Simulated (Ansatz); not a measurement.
**Al2O3: biaxial strain −1.91 %, plane normal [001], relaxed out of plane**

Base system: Al₂O₃ in the corundum structure (space group R-3c, No. 167; a = 4.7589 Å, c = 12.9952 Å (hexagonal axes)). Axes: x lies along a and z along c of the hexagonal cell.

The change: compressive biaxial strain of 1.91 % in the plane normal to [001], as in epitaxy on a mismatched substrate; the out-of-plane cell vector and the atoms relax.

Calculations: r2SCAN (Ansatz, a first-principles code, PAW, spin-orbit coupling left out). Settings: 8×8×8 k-points, 0.05 eV Fermi–Dirac smearing.

The volume per atom falls by 0.25 Å³ (8.50 Å³ → 8.25 Å³) and the space group stays R-3c (No. 167). The shortest interatomic distance drops by 0.039 bohr (3.507 bohr → 3.468 bohr) and the energy goes up by 12 meV/atom. The band gap goes up by 0.39 eV to 7.53 eV and the gap character stays direct at Γ. The width of the top valence band increases by 0.04 eV (0.65 eV → 0.69 eV) and the electron mass becomes 0.40 mₑ (at Γ) (base: 0.41 mₑ along c, 0.38 mₑ across (at Γ)). The out-of-plane strain amounts to +0.92 % and the ratio −ε⊥/ε∥ comes out as 0.48. The mean in-plane stress (compression positive) comes out as +12.4 GPa.

Effective masses come from finite differences of ±0.01 Å⁻¹. Stability against distortions was not tested.
